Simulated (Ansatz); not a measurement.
ZnSe: response to strain

Base system: ZnSe in the zinc blende structure (space group F-43m, No. 216; a = 5.6656 Å).

Strains are applied to the cell and any free atomic positions relax.

Level of theory: Kohn–Sham DFT with the r2SCAN functional, run in Ansatz (an electronic-structure program) with PAW and 500 eV plane waves, no SOC.

Candidates:
(a) isotropic strain −0.50 %
(b) isotropic strain −2.00 %
(c) isotropic strain −3.00 %
(d) isotropic strain −1.50 %

Base values:

The band gap is 1.87 eV.

Order them by band gap, highest first.

(c) isotropic strain −3.00 % (2.27 eV), (b) isotropic strain −2.00 % (2.13 eV), (d) isotropic strain −1.50 % (2.07 eV), (a) isotropic strain −0.50 % (1.93 eV)

Stability against distortions was not tested.
